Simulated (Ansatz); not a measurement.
YPt₃ (model structure, started from the D022 type, I4/mmm, No. 139, 4 atoms in the cell), treated with r²SCAN (PAW; Ansatz, a quantum-chemistry and plane-wave program).

Run with plane-wave cutoff 560 eV, 18×18×18 k mesh, Fermi–Dirac smearing 0.05 eV, scalar-relativistic PAW data made under PBE.

Cell (relaxed at this level):

Space group I4/mmm (No. 139); a = b = 4.0719 Å, c = 8.4523 Å, α = β = γ = 90.00°

```csv
atom,site,symmetry,x,y,z
Pt,2b,4/mmm,0.0000,0.0000,0.5000
Pt,4d,-4m2,0.0000,0.5000,0.2500
Y,2a,4/mmm,0.0000,0.0000,0.0000
```
(The calculation used a cell of 4 atoms; values per cell refer to that cell.)

Task: What does this level give for the bulk modulus?

Result: 
bulk modulus: 175 GPa

The run finds no gap.

Note: the bulk modulus is −V dP/dV from two relaxed cells at ±2 % in volume; the relaxation could raise the start's symmetry but not lower it, so the cell can be a saddle point.

Spin–orbit coupling is not included.

Computed values are for the static lattice.

Computing time: very roughly 21 core-minutes.

A model structure was made by putting elements into a prototype or built by hand; it is no filed structure, need not be a known phase, and can be a saddle point held by its symmetry.
